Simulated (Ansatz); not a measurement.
Take CsPbBr₃ in the cubic perovskite structure (space group Pm-3m, No. 221; a = 5.938 Å) as the base.

Method: r2SCAN (Ansatz, a first-principles code), scalar-relativistic without spin-orbit coupling.

Base values:

- Volume per atom = 41.87 Å³

It is then changed as follows: a negative pressure, −2 GPa.

### Question
What does the calculation give for the volume per atom after the change?

### Answer
The volume per atom rises by 5.71 Å³, from 41.87 Å³ to 47.58 Å³.

Load acts through the strain it causes; cell and atoms are relaxed under it. Whether these cells are dynamically stable was not tested. Many cubic perovskites are stable only at high temperature; tilts and polar distortions were not tested. This is not the structure that CsPbBr3 has at room temperature and ambient pressure.
